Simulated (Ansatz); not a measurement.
Data:

```yaml
crystal:
  lattice:
    - [-1.66027, 1.66027, 5.64364]
    - [1.66027, -1.66027, 5.64364]
    - [1.66027, 1.66027, -5.64364]
  atoms:
    - { symbol: Nb, position: [0.99912, 0.99912, 0.00000] }
    - { symbol: Nb, position: [0.74912, 0.24912, 0.50000] }
    - { symbol: P, position: [0.41688, 0.41688, 0.00000] }
    - { symbol: P, position: [0.16688, 0.66688, 0.50000] }
```

No spin polarisation.

A single point on NbP, its geometry relaxed with PBEsol.

Level of theory: Kohn–Sham DFT with the r2SCAN functional, run in Ansatz (a program for electronic structure) with PAW and 500 eV plane waves, without spin-orbit coupling, earlier PAW set. Γ-centred 20×20×20 mesh, Fermi–Dirac width 0.05 eV.

Question: Estimate the band gap.

Answer: Zero.

Question: What is the computed pressure?

Answer: 5.2 GPa.

Single points use the geometry relaxed with PBEsol. Stability against distortions was not tested. All final runs are without spin polarisation. The cell is NbP (space group I4_1md, No. 109). The zero or small gap of NbP can change with the level of theory.
